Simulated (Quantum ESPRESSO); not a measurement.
A self-consistent single point of ZnCu2SnS4 (I-4, 8 atoms in the cell) with Quantum ESPRESSO.

Method of the run: PBE, PSlibrary PAW (PBE) pseudopotentials (plane waves; Quantum ESPRESSO).

The change in words: lattice scaled by 0.98. Reference geometry:
```xyz
8
Lattice="-2.6386 2.6386 5.2781 2.6386 -2.6386 5.2781 2.6386 2.6386 -5.2781" Properties=species:S:1:pos:R:3 pbc="T T T"
Zn     0.0000     2.6386     2.6390
Cu     0.0000     0.0000     0.0000
Cu     2.6386     0.0000     2.6390
Sn     0.0000     0.0000     5.2781
S      1.2784     1.2419     1.3616
S      1.2419     3.9988    -1.3616
S      1.3602     1.3967     6.6397
S      1.3967    -1.3602     3.9165
```

Reference input (self-consistent single point, DFT, PBE, plane waves, PSlibrary PAW (PBE) pseudopotentials): ecutwfc = 55 Ry; ecutrho = 330 Ry; occupations = smearing; smearing = fermi-dirac; degauss = 0.0036749 Ry; K_POINTS = automatic 5 5 5 0 0 0; conv_thr = 1e-10 Ry; mixing_beta = 0.3. This run's input differs from it in these lines:

```diff
@@ -28,10 +28,10 @@
 ATOMIC_POSITIONS {alat}
-Zn    0.0000000000    0.4082019810    0.4082714432
+Zn    0.0000000000    0.4082019832    0.4082714421
 Cu    0.0000000000    0.0000000000    0.0000000000
-Cu    0.4082019810    0.0000000000    0.4082714432
-Sn    0.0000000000    0.0000000000    0.8165428864
-S     0.1977738598    0.1921243444    0.2106517338
-S     0.1921243444    0.6186301023   -0.2106517338
-S     0.2104281212    0.2160776366    1.0271946202
-S     0.2160776366   -0.2104281212    0.6058911526
+Cu    0.4082019832    0.0000000000    0.4082714421
+Sn    0.0000000000    0.0000000000    0.8165428843
+S     0.1977738608    0.1921243454    0.2106517333
+S     0.1921243454    0.6186301055   -0.2106517333
+S     0.2104281223    0.2160776378    1.0271946176
+S     0.2160776378   -0.2104281223    0.6058911510
 K_POINTS {automatic}
@@ -39,5 +39,5 @@
 CELL_PARAMETERS {angstrom}
-  -2.6385980000     2.6385980000     5.2780940000
-   2.6385980000    -2.6385980000     5.2780940000
-   2.6385980000     2.6385980000    -5.2780940000
+  -2.5858260000     2.5858260000     5.1725320000
+   2.5858260000    -2.5858260000     5.1725320000
+   2.5858260000     2.5858260000    -5.1725320000
```

Log, with long lists cut:

```
     Self-consistent Calculation

     iteration #  1     ecut=    55.00 Ry     beta= 0.30

     Threshold (ethr) on eigenvalues was too large:
     Diagonalizing with lowered threshold

     total energy              =   -1377.30332451 Ry
     estimated scf accuracy    <       0.27877184 Ry

     iteration #  2     ecut=    55.00 Ry     beta= 0.30

     total energy              =   -1377.31404197 Ry
     estimated scf accuracy    <       0.05354571 Ry

     iteration #  3     ecut=    55.00 Ry     beta= 0.30

     total energy              =   -1377.31924818 Ry
     estimated scf accuracy    <       0.01013141 Ry

   [... 9 blocks of this kind left out ...]

     iteration # 13     ecut=    55.00 Ry     beta= 0.30

     total energy              =   -1377.32013017 Ry
     estimated scf accuracy    <          2.0E-10 Ry

     iteration # 14     ecut=    55.00 Ry     beta= 0.30
     End of self-consistent calculation

     the Fermi energy is    10.0190 ev

!    total energy              =   -1377.32013017 Ry
     estimated scf accuracy    <          6.8E-11 Ry
     smearing contrib. (-TS)   =      -0.00000093 Ry
     internal energy E=F+TS    =   -1377.32012924 Ry

     convergence has been achieved in  14 iterations

     Forces acting on atoms (cartesian axes, Ry/au):

     atom    1 type  1   force =     0.00000000    0.00000000    0.00000000
     atom    2 type  2   force =     0.00000000    0.00000000    0.00000000
     atom    3 type  2   force =     0.00000000    0.00000000    0.00000000
     atom    4 type  3   force =     0.00000000    0.00000000    0.00000000
     atom    5 type  4   force =    -0.01405308   -0.01707436    0.01416366
   [... lines left out ...]

     Total force =     0.052522     Total SCF correction =     0.000004

          total   stress  (Ry/bohr**3)                   (kbar)     P=      171.65
   0.00116717   0.00000000   0.00000000          171.70        0.00        0.00
   0.00000000   0.00116717   0.00000000            0.00      171.70        0.00
  -0.00000000  -0.00000000   0.00116629           -0.00       -0.00      171.57

   JOB DONE.
```

The run converged in 14 iterations. Against the reference run the free energy rises by 91.8 meV/atom, the pressure goes from 9.28 to 17.17 GPa, the largest force goes from 0.434 to 0.675 eV/Å and the gap on the mesh goes from 0.476 to 0.731 eV.

The starting cell comes from a database of computed structures (which also holds hypothetical and non-ambient phases and stackings), without a prior relaxation at this level. Its lattice was rescaled by a random factor within 2.5 % of one. For this run, on top of that: lattice scaled by 0.98. With a pressure of about 17 GPa the cell is away from its equilibrium volume at this level.

Cost on one core of a shared machine: roughly 2 min.
